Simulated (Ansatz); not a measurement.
**Response to strain in AlAs**

Take AlAs in the zinc blende structure (space group F-43m, No. 216; a = 5.728 Å) as the base.

Strains are applied to the cell and any free atomic positions relax.

Method: PBE (Ansatz, a first-principles code), without spin-orbit coupling, earlier PAW set.

Computed cases, in order: isotropic strain −5.08 %; isotropic strain −4.93 %; the unstrained base; isotropic strain +1.63 %; isotropic strain +1.67 %; isotropic strain +3.11 %.

Problem. Between which two neighbouring cases does the gap turn between direct and indirect?

Solution. Between the unstrained base (1.50 eV, indirect, Γ → X) and isotropic strain +1.63 % (1.41 eV, direct at Γ). The whole series: isotropic strain −5.08 %: 1.21 eV, indirect, Γ → X; isotropic strain −4.93 %: 1.22 eV, indirect, Γ → X; the unstrained base: 1.50 eV, indirect, Γ → X; isotropic strain +1.63 %: 1.41 eV, direct at Γ; isotropic strain +1.67 %: 1.40 eV, direct at Γ; isotropic strain +3.11 %: 1.09 eV, direct at Γ.

Whether these cells are dynamically stable was not tested.
